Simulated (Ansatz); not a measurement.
## Effect of pressure 30 GPa on GeSb2Te4

Consider GeSb2Te4 (space group R-3m, No. 166; a = 4.248 Å, c = 40.192 Å (hexagonal axes)).

Modification: a hydrostatic pressure of 30 GPa.

Level of theory: Ansatz (a first-principles code) PBE-D3(BJ), no SOC. Settings: 9×9×9 k-points, 0.05 eV Fermi–Dirac smearing.

Volume per atom: 20.54 Å³ (base 29.91 Å³)
Lattice parameter a: 3.368 Å (base 4.248 Å)
c/a ratio: 13.035 (base 9.461)
Enthalpy H = E + PV relative to the base's energy: +4.57 eV/atom
Band gap: zero (base 0.10 eV)

Cost of the whole job for the changed cell (relaxation, final SCF and bands): around 2.9 core-minutes (rough).

A case with no gap was solved on a k-mesh chosen for an insulator, which is coarse for it. From pressure 30 GPa on, the axis ratios lie over 15 % from the base's, so the cell there is far from its starting form. With Sb and Te present, leaving out spin-orbit coupling can change the band edges. Load acts through the strain it causes; cell and atoms are relaxed under it. Stability against distortions was not tested. Competing high-pressure phases were not computed. All final runs are without spin polarisation. The D3 term's C6 switches between coordination references near this geometry, which can add small steps to energies. A zero or small gap of GeSb2Te4 can be the functional's error rather than a property of the material.
